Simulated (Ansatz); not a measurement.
# The (100) surface of tetragonal indium in its 1x1 cell, outermost plane spacing 1.66 Å in the ideal cut

These are r2SCAN, at the PBE geometry (plane waves to 500 eV, PAW; Ansatz, a program for electronic structure) values and carry that method's errors.

Slab: 7 atoms, 10.0 Å thick at the start (thin: gaps and levels are the slab's own); k 11x8x1, smearing 0.1 eV, dipole-corrected; single point; on the structure that PBE left under its start's symmetry; no spin, no spin-orbit, no U.

```yaml
surface energy (mean of both faces): 0.42 J/m^2
work_function_of_the_top_face: 3.97 eV
cost: about 100 core-seconds (a rough figure)
```
